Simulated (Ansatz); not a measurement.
Consider SnSe2 in the CdI2 type structure (space group P-3m1, No. 164; a = 3.8258 Å, c = 6.2309 Å; layered, stacked along the Cartesian z axis). Axes: x lies along a and z along c of the hexagonal cell.

All numbers come from r2SCAN+rVV10, PAW, 500 eV (Ansatz, a quantum-chemistry and plane-wave program; no spin-orbit coupling).

Before the change:

| Property | Result |
|---|---|
| Shortest interatomic distance | 2.713 Å |
| Band gap | 0.94 eV |

It is then changed as follows: a pure shear with ε_xz = ε_zx = 0.0087; the atoms relax in the strained cell.

Predict the new shortest interatomic distance, stress, energy relative to the base, band gap and largest internal atomic displacement.

The shortest interatomic distance drops by 0.004 Å to 2.709 Å; the stress (xx, yy, zz, yz, xz, xy; compression positive) amounts to (0.00, 0.00, 0.03, -0.01, -0.16, 0.02) GPa; the energy is nearly the same; the band gap decreases by 0.01 eV to 0.93 eV; the largest internal atomic displacement comes out as 0.022 Å.

No phonon test of stability was made.
